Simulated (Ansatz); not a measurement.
The parent structure is TiN in the rock salt structure (space group Fm-3m, No. 225; a = 4.204 Å).

Calculations: PBEsol, PAW, 420 eV (Ansatz, an electronic-structure program; no spin-orbit coupling), earlier PAW set.

Base values:

- Volume per atom = 9.29 Å³

Modification: a hydrostatic pressure of 30 GPa.

Problem. What does the calculation give for the volume per atom after the change?

Solution. The volume per atom shrinks by 0.745 Å³, from 9.29 Å³ to 8.54 Å³.

Load acts through the strain it causes; cell and atoms are relaxed under it. No phonon test of stability was made. Competing high-pressure phases were not computed. The final runs are not spin-polarised. An odd electron count without spin: TiN.
